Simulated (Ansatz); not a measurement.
# Amorphous silicon oxynitride (Si₃₀N₃₈O₃)

It comes from a melt-quench run on a machine-learned potential (CHGNet), relaxed afterwards by DFT. O and N atoms were pushed apart under 1.9 Å during the dynamics, to hinder bonds among them. The hot cell started wider than the set density and was brought back towards it in steps. It is the lowest in DFT energy of 2 quenches. It is a model cell: composition and starting density were chosen by hand, and all elements were melted together. No dispersion term was used.

Methods: PBE, scalar-relativistic without spin-orbit coupling (Ansatz, a program for electronic structure); r2SCAN, scalar-relativistic without spin-orbit coupling (Ansatz); HSE06, scalar-relativistic without spin-orbit coupling (Ansatz). Geometry, pressure, stress and energy are those of the PBE run. Its sampling: a 2×2×2 Γ-centred mesh; Fermi-Dirac width 0.02 eV; no spin polarisation. Other functionals are single points at the zone centre (r2SCAN at 500 eV; exact exchange cut at the cell's faces), free to take moments where seeds were set. At PBE the levels at both edges of the gap are localised (band-tail or defect states), and the nearest spread-out levels lie 2.9 eV apart at the zone centre.

* **Number of atoms in the cell**: 71
* **Density (held, not predicted)**: 2.93 g/cm^3
* **Volume per atom**: 11.36 Å³
* **Pressure on a 2×2×2 Γ-centred mesh**: -0.28 GPa
* **Largest force and stress component on that mesh (the relaxation ran on the zone centre alone)**: 0.08 eV/Å and 0.3 GPa
* **Gap between localised states on a 2×2×2 Γ-centred mesh (PBE)**: 1.03 eV
* **Gap between localised states at the zone centre (PBE)**: 1.06 eV
* **Gap between localised states at the zone centre (r2SCAN)**: 1.30 eV
* **Gap between localised states at the zone centre (HSE06)**: 2.06 eV

Cut-offs for bonds: Si-Si 2.60 Å, Si-N 2.12 Å, Si-O 2.12 Å, N-N 1.70 Å, N-O 1.64 Å, O-O 1.58 Å. Two cations that share two anions don't count as bonded, nor two that share one unless they lie closer than Si-Si 2.38 Å.

The mean coordination of Si by anions comes out as 3.97 (1 with 3, 29 with 4). The mean coordination of N comes out as 2.97 (2 with 2, 35 with 3, 1 with 4), the mean coordination of O comes out as 2.00 (3 with 2) and the mean Si-N bond comes out as 1.767 Å (spread 0.056 Å, 113 counted). The mean Si-O bond is 1.629 Å (spread 0.009 Å, 6 counted).

Its density started from a set value of 2.93 g/cm³. Cooling (nominally 380 K/ps over its main leg) ran many orders faster than in experiment, which tends to leave more defects and strain. A cell of this size samples the disorder only roughly. The volume was held where the preparation left it and the shape relaxed, at a PBE pressure of -0.3 GPa (tension).
